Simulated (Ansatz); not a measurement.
Consider MgB2 (space group P6/mmm, No. 191; a = 3.075 Å, c = 3.525 Å; relaxed with 0.1 eV smearing). Axes: x lies along a and z along c of the hexagonal cell.

Structures relaxed with DFT with PBE, PAW potentials and a 420 eV plane-wave cutoff in Ansatz (a program for electronic structure), no SOC.

Base:

Simulated powder pattern, Cu Kα1, λ = 1.54056 Å (kinematic, ideal powder, no thermal factors, no anomalous dispersion; the 14 strongest lines at most, above 2 %, up to 2θ = 90°):

```json
[
 {"2θ (°)": "25.25", "I/Imax (%)": "3.5", "hkl": "(001)"},
 {"2θ (°)": "33.62", "I/Imax (%)": "27", "hkl": "(100)"},
 {"2θ (°)": "42.51", "I/Imax (%)": "100", "hkl": "(101)"},
 {"2θ (°)": "51.83", "I/Imax (%)": "13", "hkl": "(002)"},
 {"2θ (°)": "60.13", "I/Imax (%)": "24", "hkl": "(110)"},
 {"2θ (°)": "63.21", "I/Imax (%)": "9.4", "hkl": "(102)"},
 {"2θ (°)": "66.26", "I/Imax (%)": "3.3", "hkl": "(111)"},
 {"2θ (°)": "70.68", "I/Imax (%)": "3.2", "hkl": "(200)"},
 {"2θ (°)": "76.39", "I/Imax (%)": "15", "hkl": "(201)"},
 {"2θ (°)": "83.34", "I/Imax (%)": "18", "hkl": "(112)"}
]
```

After one change:

Simulated powder pattern, Cu Kα1, λ = 1.54056 Å (kinematic, ideal powder, no thermal factors, no anomalous dispersion; the 14 strongest lines at most, above 2 %, up to 2θ = 90°):

```csv
2θ (°),I/Imax (%)
25.37,3.5
33.62,27
42.59,100
52.11,13
60.13,24
63.46,9.4
66.32,3.3
70.68,3.2
76.45,15
83.56,18
```

Which of these changes matches the shifts?
A. uniaxial strain ε_zz = −0.50 %
B. uniaxial strain ε_zz = +2.00 %
C. uniaxial strain ε_zz = −1.00 %
D. uniaxial strain ε_zz = +1.50 %

A, uniaxial strain ε_zz = −0.50 %. Its volume per atom is 9.58 Å³ against 9.62 Å³, and its space group is P6/mmm (No. 191).

No phonon test of stability was made. All final runs are without spin polarisation.
